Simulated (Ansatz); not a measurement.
O interstitial started at a bond centre in 4H silicon carbide: one set of geometries, relaxed with PBE, evaluated in Ansatz (PAW, plane waves to 420 eV, 500 eV under r2SCAN) with PBE, r2SCAN.

Cell and caveats: 96-site cell; 2×2×2 shifted k-points; start: bond centre of Si(h) and C(k), 1.90 Å; not converged in cell size; flagged in the runs: a host whose relaxation on this sampling wasn't shown to rest.

```csv
quantity,PBE,r2SCAN
host gap (eV),2.23,2.59
neutral formation energy against O2 molecule in a box (eV),1.19,1.05
largest moment on one atom at charge 0 (μB),0.00,0.00
```

PBE narrows the gap by 0.36 eV against r2SCAN, the highest level run.

Ansatz is a first-principles code.
